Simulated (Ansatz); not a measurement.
Consider Ru in the hcp (Mg type) structure (space group P6_3/mmc, No. 194).

```yaml
crystal:
  lattice:
    - [2.70456, 0.00000, 0.00000]
    - [-1.35228, 2.34222, 0.00000]
    - [0.00000, 0.00000, 4.26009]
  atoms:
    - { symbol: Ru, position: [0.33333, 0.66667, 0.75000] }
    - { symbol: Ru, position: [0.66667, 0.33333, 0.25000] }
```

Cartesian axes are those of the cell as printed.

The values are results of Ansatz (a program for electronic structure) r2SCAN, no SOC, not measurements.

For the base:

```
Item                            Result
-----------------------------  -------
Pressure                       0.0 GPa
Shortest interatomic distance  2.641 Å
Band gap                          zero
```

It is then changed as follows: the cell is stretched by 0.41 % along z with no lateral relaxation, atoms relaxed at fixed cell.

Task: What does the calculation give for the energy relative to the base, pressure, shortest interatomic distance and band gap after the change?

Result: The energy increases by 0.5 meV/atom; the pressure (mean of the normal stresses, compression positive) goes from zero to -1.4 GPa; the shortest interatomic distance increases by 0.007 Å (2.641 Å → 2.648 Å); the band gap is still zero.

Without a gap, meshes like the base's 20×20×11 leave anisotropic stresses uncertain by several tenths of a GPa, and small strain energies with them. The cells carry an imposed strain or load. Stability against distortions was not tested. All final runs are without spin polarisation.
